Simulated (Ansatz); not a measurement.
# Variants of one calculation on SiO₂ (P3_221, 9 atoms in the cell)

```yaml
crystal:
  lattice:
    - [4.84822, 0.00000, 0.00000]
    - [-2.42411, 4.19868, 0.00000]
    - [0.00000, 0.00000, 5.35613]
  atoms:
    - { symbol: Si, position: [0.00000, 0.46880, 0.33333] }
    - { symbol: Si, position: [0.53120, 0.53120, 0.00000] }
    - { symbol: Si, position: [0.46880, 0.00000, 0.66667] }
    - { symbol: O, position: [0.14454, 0.73144, 0.54782] }
    - { symbol: O, position: [0.26856, 0.41310, 0.21449] }
    - { symbol: O, position: [0.58690, 0.85546, 0.88115] }
    - { symbol: O, position: [0.73144, 0.14454, 0.45218] }
    - { symbol: O, position: [0.41310, 0.26856, 0.78551] }
    - { symbol: O, position: [0.85546, 0.58690, 0.11885] }
```

Base run A: HSE06, PAW files made with PBE run with Ansatz (a first-principles code), self-consistent single point.

Its settings: basis.ecutwfc = 420 eV; kpoints.mp_grid.grid = 4 4 3; hamiltonian.xc = hse06; hamiltonian.pseudopotentials = {kind: paw} (the program's default PAW files); scf.occupations.method = fixed.

The starting cell comes from a database of computed structures (which also holds hypothetical and non-ambient phases and stackings), without a prior relaxation at this level. Its lattice was rescaled by a random factor within 2.5 % of one. In the base run, with a pressure of about 10 GPa the cell is away from its equilibrium volume at this level. Ansatz's pressure includes its estimate of the finite-basis (Pulay) stress.

ΔF is the free energy per atom less that of run A. A dash stands where there is no value to compare (another energy zero or no entropy term, no result, no spin, no clean gap, or a mesh too coarse for one). Absolute energies have different zeros for different potentials, functionals, Hubbard and dispersion terms and are not compared across them.

Run A gave: pressure (GPa) 9.53; largest force (eV/Å) 0.461; gap on the mesh (eV) 8.111.

Runs:
- B: hamiltonian.xc: hse06 → pbe [PBE]
- C: hamiltonian.xc: hse06 → pbe0 [PBE0]
- D: scf.convergence.dr2_threshold: default (1e-07 eV) → 0.0001 eV
- E: scf.mixing.preconditioner: default (the program chose none) → kerker_dos
- F: scf.mixing.algorithm: default (the program chose MSR1) → broyden
- G: scf.exx.singularity: default → wigner_seitz

Question: What does run C change against A?

Answer: The pressure goes from 9.53 to 9.40 GPa, the largest force moves little (0.461 to 0.455 eV/Å) and the gap on the mesh goes from 8.111 to 8.875 eV.

Question: What does run B change against A?

Answer: The pressure goes from 9.53 to 15.01 GPa, the largest force goes from 0.461 to 0.798 eV/Å and the gap on the mesh goes from 8.111 to 6.277 eV.

```tsv
run	ΔF (meV/atom)	pressure (GPa)	largest force (eV/Å)	gap on the mesh (eV)
A	0.00	9.53	0.461	8.111
B	–	15.01	0.798	6.277
C	–	9.40	0.455	8.875
D	0.00	9.53	0.461	8.111
E	0.00	9.53	0.461	8.111
F	0.00	9.53	0.461	8.111
G	–	9.53	0.461	8.111
```

Keys are those of Ansatz 0.2.
